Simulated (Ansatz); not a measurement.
**Convergence study of shifted k-point meshes for CsLiBr2 (P4mm, 8 atoms in the cell)**

```xyz
8
Lattice="5.2071 0.0000 0.0000 0.0000 5.2071 0.0000 0.0000 0.0000 9.9797" Properties=species:S:1:pos:R:3 pbc="T T T"
Cs     0.0000     2.6036     3.0442
Cs     2.6036     0.0000     6.9855
Li     2.6036     0.0000     0.8231
Li     0.0000     2.6036     9.1566
Br     0.0000     2.6036     6.6457
Br     2.6036     0.0000     3.3340
Br     0.0000     0.0000     0.0000
Br     2.6036     2.6036     0.0000
```

Computed with LDA (PW92), default PAW files made with PBE (plane waves; Ansatz, a program for electronic structure).

Base settings: basis.ecutwfc = 420 eV; kpoints.mp_grid.grid = 5 5 3; hamiltonian.xc = lda; hamiltonian.pseudopotentials = {kind: paw} (the program's default PAW files); scf.occupations.method = fermi_dirac; scf.occupations.width = 0.05 eV.

In this ladder: kpoints.mp_grid.shift = 0.5 0.5 0.5.

Shifted meshes do not hold Γ, so a gap read on them misses any band edge there.

Only quantities that move along the ladder and can be compared are tabulated.

The count of work is k-points × plane waves × bands × iterations; it is no time. Core times come from one kind of shared machine, to one figure; runs under 30 s give none.

The starting cell comes from a database of computed structures (which also holds hypothetical and non-ambient phases and stackings), without a prior relaxation at this level. Its lattice was rescaled by up to half a per cent. One atom was moved a little off its site on purpose. Ansatz's pressure includes its estimate of the finite-basis (Pulay) stress.

Steps (kpoints.mp_grid.grid): 1 1 1; 2 2 1; 3 3 2; 4 4 2; 5 5 3; 6 6 3; 7 7 4; 8 8 4; 8 8 5; 9 9 5; 10 10 6; 11 11 6; 13 13 7; 14 14 7.

Task: What is the coarsest kpoints.mp_grid.grid that holds the forces within 0.02 eV/Å of the last step, with all finer ones?

Result: 2 2 1, at 0.0089 of the last step's count of work; the step before is off by 0.61 eV/Å.

Task: What is the coarsest kpoints.mp_grid.grid that holds the free energy within 2 meV/atom of the last step, with all finer ones?

Result: 3 3 2, at 0.027 of the last step's count of work; the step before is off by 4.5 meV/atom.

Task: What is the coarsest kpoints.mp_grid.grid that holds the pressure within 0.5 GPa of the last step, with all finer ones?

Result: 2 2 1, at 0.0089 of the last step's count of work; the step before is off by 2.5 GPa.

| kpoints.mp_grid.grid | free energy less the last step's (meV/atom) | pressure (GPa) | largest difference of a force vector from the last step's (eV/Å) | gap on the mesh (eV) | count of work / last | core time / last (rough) |
|---|---|---|---|---|---|---|
| 1 1 1 | 172.75 | 0.55 | 0.606 | 5.372 | 0.0089 | – |
| 2 2 1 | 4.50 | -1.89 | 0.015 | 5.355 | 0.0089 | – |
| 3 3 2 | 0.11 | -1.98 | 0.001 | 4.716 | 0.027 | – |
| 4 4 2 | -0.03 | -1.99 | 0.000 | 4.550 | 0.027 | – |
| 5 5 3 | 0.00 | -1.98 | 0.000 | 4.248 | 0.11 | – |
| 6 6 3 | 0.00 | -1.98 | 0.000 | 4.197 | 0.11 | – |
| 7 7 4 | 0.00 | -1.98 | 0.000 | 4.072 | 0.18 | – |
| 8 8 4 | 0.00 | -1.98 | 0.000 | 4.055 | 0.18 | – |
| 8 8 5 | 0.00 | -1.98 | 0.000 | 4.033 | 0.27 | – |
| 9 9 5 | 0.00 | -1.98 | 0.000 | 3.991 | 0.40 | 0.6 |
| 10 10 6 | 0.00 | -1.98 | 0.000 | 3.973 | 0.40 | 0.4 |
| 11 11 6 | 0.00 | -1.98 | 0.000 | 3.948 | 0.56 | 0.6 |
| 13 13 7 | 0.00 | -1.98 | 0.000 | 3.922 | 1.0 | 1.0 |
| 14 14 7 | 0.00 | -1.98 | 0.000 | 3.923 | 1.0 | 1 |

Keys are those of Ansatz 0.2.
